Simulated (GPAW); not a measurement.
Input and output of a self-consistent single point for TiC (Fm-3m, 2 atoms in the cell) (GPAW).

Computed with PBE, GPAW PAW datasets PBE (gpaw-data 1.0.1) (plane waves; GPAW 25.7.0).

The change in words: lattice scaled by 0.98. Reference geometry:
```
CELL_PARAMETERS angstrom
      0.00000     2.17799     2.17799
      2.17799     0.00000     2.17799
      2.17799     2.17799     0.00000
ATOMIC_POSITIONS crystal
  Ti 0.00000 0.00000 0.00000
  C  0.50000 0.50000 0.50000
```

Reference input (self-consistent single point, DFT PBE, plane waves, GPAW PAW datasets PBE (gpaw-data 1.0.1)): mode = pw; ecut = 950 eV; xc = PBE; kpts = 13 13 13; mesh shift (steps) = 0 0 0; occupations.name = methfessel-paxton; occupations.width = 0.2 eV; occupations.order = 0; nbands = -6; convergence.density = 1e-05 e/electron; convergence.energy = 1e-05 eV/electron; symmetry.symmorphic = false. This run's input differs from it in these lines:

```diff
@@ -5,7 +5,7 @@
 atoms = Atoms(['Ti', 'C'],
-              cell=[[0.000000, 2.177990, 2.177990],
-                    [2.177990, 0.000000, 2.177990],
-                    [2.177990, 2.177990, 0.000000]],
+              cell=[[0.000000, 2.134430, 2.134430],
+                    [2.134430, 0.000000, 2.134430],
+                    [2.134430, 2.134430, 0.000000]],
               positions=[[0.000000, 0.000000, 0.000000],
-                         [2.177990, 2.177990, 2.177990]],
+                         [2.134430, 2.134430, 2.134430]],
               pbc=True)
```

Output (repeated stretches shortened):

```
     iter     time        total  log10-change:
                         energy   eigst   dens
iter:   1 --:--:--   -19.816089
iter:   2 --:--:--   -18.987127   -1.36  -0.90
iter:   3 --:--:--   -17.504269   -0.89  -0.98
iter:   4 --:--:--   -17.534908   -2.71  -1.53
iter:   5 --:--:--   -17.540413   -2.35  -1.51
iter:   6 --:--:--   -17.540414   -3.75  -2.69
iter:   7 --:--:--   -17.540435c  -5.00  -2.86
iter:   8 --:--:--   -17.540279c  -4.80  -2.85
iter:   9 --:--:--   -17.540290c  -4.54  -3.24
iter:  10 --:--:--   -17.540290c  -5.98  -3.79
iter:  11 --:--:--   -17.540282c  -6.62  -3.76
iter:  12 --:--:--   -17.540276c  -6.06  -3.86
iter:  13 --:--:--   -17.540275c  -6.73  -4.32
iter:  14 --:--:--   -17.540275c  -7.90c -4.93
iter:  15 --:--:--   -17.540275c  -8.56c -5.07c
Converged after 15 iterations.

Dipole moment: (-0.000000, -0.000000, -0.000000) |e|*Ang

Energy contributions relative to reference atoms: (reference = -24251.642397)

Kinetic:        +21.238763
Potential:      -21.419209
External:        +0.000000
XC:             -17.454776
Entropy (-ST):   -0.005536
Local:           +0.097716
SIC:             +0.000000
--------------------------
Free energy:    -17.543043
Extrapolated:   -17.540275

Showing only first 2 kpts
 Kpt  Band  Eigenvalues  Occupancy
  0     6     11.47903    0.00000
  0     7     11.47903    0.00000
  0     8     12.48442    0.00000
  0     9     12.48442    0.00000

  1     6     11.06561    0.03104
  1     7     11.06561    0.03104
  1     8     11.29845    0.00014
  1     9     12.64545    0.00000

Fermi level: 10.76061

No gap
No difference between direct/indirect transitions
Energy (eV): -17.540275

Forces in eV/Ang:
  0 Ti    0.00000   -0.00000    0.00000
  1 C     0.00000   -0.00000   -0.00000

Stress tensor:
    -0.083924    -0.000000    -0.000000
    -0.000000    -0.083924     0.000000
    -0.000000     0.000000    -0.083924
Stress (GPa, Voigt): [-13.4461 -13.4461 -13.4461   0.      -0.      -0.    ]
```

The run converged in 15 iterations. GPAW prints stress with tension positive. Against the reference run the free energy goes up by 19.3 meV/atom.

At such cutoffs GPAW's stress carries a finite-basis (Pulay) error, which enters relaxed cells too; its log prints stress with tension positive.

The starting cell has typed, rounded lattice constants, without a prior relaxation at this level. Its lattice was rescaled by a random factor within 2.5 % of one. For this run, on top of that: lattice scaled by 0.98. Spin polarisation is off.
